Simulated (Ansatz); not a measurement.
BN under a change: uniaxial strain ε_zz = +1.80 %

Base system: BN in the wurtzite structure (space group P6_3mc, No. 186; a = 2.5410 Å, c = 4.2033 Å). Axes: x lies along a and z along c of the hexagonal cell.

The change: the cell is stretched by 1.80 % along z with no lateral relaxation, atoms relaxed at fixed cell.

Level of theory: Ansatz (a quantum-chemistry and plane-wave program) PBEsol, no SOC. Settings: 15×15×8 k-points, 0.05 eV Fermi–Dirac smearing.

The space group remains P6_3mc (No. 186) and the shortest interatomic distance increases by 0.003 Å (1.559 Å → 1.562 Å). The energy increases by 6.0 meV/atom and the band gap drops by 0.02 eV, from 4.96 eV to 4.94 eV. The gap character remains indirect, Γ → K and the width of the top valence band falls by 0.14 eV, from 5.49 eV to 5.35 eV. The electron mass goes from 0.30 mₑ along c, 0.50 mₑ across (at K) to 0.31 mₑ along z, 0.50 mₑ across (at K) and the valence-band top at Γ (three highest levels, from the VBM) goes from 0.00, 0.00, -0.28 eV to 0.00, 0.00, -0.33 eV. The stress (xx, yy, zz, yz, xz, xy; compression positive) is (-1.02, -1.02, -17.62, 0.00, 0.00, 0.00) GPa.

Final structure:

```
BN
1.0
    2.54100     0.00000     0.00000
   -1.27050     2.20057     0.00000
    0.00000     0.00000     4.27896
B N
2 2
Direct
  0.33333   0.66667   0.00018
  0.66667   0.33333   0.50018
  0.33333   0.66667   0.37482
  0.66667   0.33333   0.87482
```

Masses are band curvatures over ±0.01 Å⁻¹ around the edge. Whether these cells are dynamically stable was not tested.
